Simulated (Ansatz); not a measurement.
Base system: Ge in the diamond structure (space group Fd-3m, No. 227; a = 5.6762 Å). Axes: x, y, z lie along the cube axes.

The values are results of PBEsol (Ansatz, a program for electronic structure; PAW; 420 eV plane waves; no SOC), not measurements.

Strains are applied to the cell and any free atomic positions relax.

One change was made to it. Results:

```tsv
quantity	base	after
energy relative to the base (free energy F)	0 meV/atom	+2.1 meV/atom
shortest interatomic distance	2.458 Å	2.450 Å
pressure (mean of the normal stresses, compression positive)	0.0 GPa	0.0 GPa
band gap	zero	zero
```

### Question
Which change produced these results?
A) tensor shear ε_xy = +0.29 %
B) tensor shear ε_xy = +1.71 %
C) tensor shear ε_xy = +2.00 %
D) tensor shear ε_xy = +1.14 %

### Answer
D, tensor shear ε_xy = +1.14 %. For comparison, the energy relative to the base in the other runs: tensor shear ε_xy = +0.29 % gives +0.1 meV/atom; tensor shear ε_xy = +1.71 % gives +4.8 meV/atom; tensor shear ε_xy = +2.00 % gives +6.5 meV/atom.

Whether these cells are dynamically stable was not tested. Gaps under 0.05 eV, about the width of the smearing, are given as zero. A zero or small gap of Ge can be the functional's error rather than a property of the material.
